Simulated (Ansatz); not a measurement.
Base system: BeS in the zinc blende structure (space group F-43m, No. 216).

```yaml
crystal:
  lattice:
    - [0.00000, 2.43415, 2.43415]
    - [2.43415, 0.00000, 2.43415]
    - [2.43415, 2.43415, 0.00000]
  atoms:
    - { symbol: S, position: [0.75000, 0.75000, 0.75000] }
    - { symbol: Be, position: [0.00000, 0.00000, 0.00000] }
```

Cartesian axes are those of the cell as printed.

Method: r2SCAN (Ansatz, a quantum-chemistry and plane-wave program, PAW, no SOC), earlier PAW set.

For the base:

- Smallest direct gap: 6.22 eV
- Electron mass: 0.79 mₑ along k, 0.29 mₑ across (at X)

Perturbation: biaxial strain −4.70 %, plane normal [001], relaxed out of plane (Cartesian); in-plane vectors clamped, the third vector and the atoms free.

Problem. Predict the new smallest direct gap.

Solution. The smallest direct gap shrinks by 0.28 eV, from 6.22 eV to 5.94 eV.

Problem. What happens to the electron mass?

Solution. The electron mass becomes 0.72 mₑ along k, 0.29 mₑ across (at X) (base: 0.79 mₑ along k, 0.29 mₑ across (at X)).

Masses are band curvatures over ±0.01 Å⁻¹ around the edge. Along k means along the line from Γ to the band edge. No phonon test of stability was made.
